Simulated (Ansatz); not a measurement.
We consider Sr3Sn2O7 (Cmcm, No. 63, 24 atoms in the cell; start mp-17743), described by PBEsol (Ansatz, an electronic-structure program, PAW).

Run with plane-wave cutoff 520 eV, 6×6×6 k mesh, Fermi–Dirac smearing 0.01 eV, scalar-relativistic PAW data made under PBE.

Cell (relaxed with PBEsol):

```
CELL_PARAMETERS angstrom
     10.20450    -2.90484     0.00000
     10.20450     2.90484     0.00000
      0.00000     0.00000     5.71403
ATOMIC_POSITIONS crystal
  Sr 0.24390 0.75610 0.75000
  Sr 0.75610 0.24390 0.25000
  Sr 0.42431 0.94983 0.75000
  Sr 0.57569 0.05017 0.25000
  Sr 0.94983 0.42431 0.25000
  Sr 0.05017 0.57569 0.75000
  Sn 0.84738 0.35034 0.75000
  Sn 0.15262 0.64966 0.25000
  Sn 0.35034 0.84738 0.25000
  Sn 0.64966 0.15262 0.75000
  O  0.08247 0.08247 0.50000
  O  0.91753 0.91753 0.50000
  O  0.91753 0.91753 0.00000
  O  0.08247 0.08247 0.00000
  O  0.38686 0.38686 0.00000
  O  0.61314 0.61314 0.00000
  O  0.61314 0.61314 0.50000
  O  0.38686 0.38686 0.50000
  O  0.38688 0.00841 0.25000
  O  0.61312 0.99159 0.75000
  O  0.00841 0.38688 0.75000
  O  0.99159 0.61312 0.25000
  O  0.67402 0.32598 0.75000
  O  0.32598 0.67402 0.25000
```

Question: Give the computed band gap and smallest direct gap on the k points sampled.

Answer: 
* **band gap**: 2.45 eV
* **smallest direct gap on the k points sampled**: 2.56 eV

Spin–orbit coupling is not included.

Computed values are for the static lattice.

A start named mp-… is a Materials Project structure, which need not be a measured phase.
